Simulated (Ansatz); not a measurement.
Take CdS in the wurtzite structure (space group P6_3mc, No. 186; a = 4.124 Å, c = 6.708 Å) as the base.

The values are results of PBEsol (Ansatz, a program for electronic structure, PAW, without spin-orbit coupling), not measurements.

Strains are applied to the cell and any free atomic positions relax.

One change was made to it. Results:

| quantity | base | after |
|---|---|---|
| mean gap deformation potential ΔEg/Δln V | – | -2.2 eV |
| pressure (mean of the normal stresses, compression positive) | 0.00 GPa | -2.90 GPa |
| valence-band top at Γ (three highest levels, from the VBM) | 0.00, 0.00, -0.05 eV | 0.00, 0.00, -0.04 eV |
| energy relative to the base (free energy F) | 0 meV/atom | +13 meV/atom |

Question: What was done to the base?
A) isotropic strain +1.20 %
B) isotropic strain +2.40 %
C) isotropic strain +1.80 %

Answer: C, isotropic strain +1.80 %. For comparison, the energy relative to the base in the other runs: isotropic strain +1.20 % gives +5.9 meV/atom; isotropic strain +2.40 % gives +22 meV/atom.

Whether these cells are dynamically stable was not tested.
